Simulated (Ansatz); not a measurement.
We consider C11b WSi2, described by r²SCAN+SOC (plane waves, PAW; Ansatz, a quantum-chemistry and plane-wave program).

Run with plane-wave cutoff 560 eV, 24×24×24 k mesh, Fermi–Dirac smearing 0.05 eV, PAW data made under PBE.

Shape and atoms are relaxed at each volume.

Pressure at four volumes; x = ln(V/13.408 Å³). One pressure is withheld.

| V (Å³/atom) | x | P (GPa) |
|---|---|---|
| 12.872 | -0.0408 | ? |
| 13.140 | -0.0202 | 4.89 |
| 13.408 | 0.0000 | 0.00 |
| 13.944 | 0.0392 | -8.34 |

Pass a parabola P(x) through the three rows shown, estimate the bulk modulus and its pressure derivative near zero pressure, and predict the withheld pressure.

Slopes between the rows: (0.00 − (4.89))/(0.0000 − (-0.0202)) = -242.08 and (-8.34 − (0.00))/(0.0392 − (0.0000)) = -212.76 GPa. Their difference over the span 0.0594 is c = 29.32/0.0594 = 493.6 GPa, so P(x) = 4.89 + (-242.08)(x − (-0.0202)) + 493.6 (x − (-0.0202))(x − (0.0000)). At the middle row B = −dP/dx = −[-242.08 + 493.6 × 0.0202] = 232.1 GPa, and B′ = dB/dP = 2c/B = 4.3. At x = -0.0408 the parabola gives 10.29 GPa; the run gives 10.35 GPa. The Birch–Murnaghan fit to the energies at all volumes has B0 = 232 GPa and B′ = 4.4.

Note: the bulk modulus comes from volumes at which shape and atoms were relaxed.
